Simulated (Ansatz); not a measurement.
## Hypothetical P6_3/mmc SnS2, element substitutions

The reference is SnS$_{2}$ in the 2H-MoS2 type structure (space group P6_3/mmc, No. 194; a = 3.589 Å, c = 11.889 Å; a hypothetical phase, not in the database extracts checked; layered, stacked along the Cartesian z axis).

Each row replaces one element on all its sites; cell and atoms are relaxed.

Computed with Ansatz (an electronic-structure program) PBE-D3(BJ), scalar-relativistic without spin-orbit coupling, earlier PAW set.

Base values:

The band gap comes out as zero.

Problem. The aim is a band gap between 2.28 eV and 2.51 eV. Which of these changes reaches it?
(A) S → Pb
(B) Sn → Te
(C) S → Cl

Solution. C, S → Cl. It gives 2.41 eV; Sn → Te gives 0.29 eV; S → Pb gives zero. Changes not listed may reach it too

Spin-orbit coupling, missing from the scalar runs, can matter with Te. No phonon test of stability was made. As relaxed here, TeS2, SnPb2 and SnCl2 are hypothetical phases, not in the database extracts checked. All final runs are without spin polarisation. The zero or small gap of TeS2 and SnS2 can change with the level of theory.
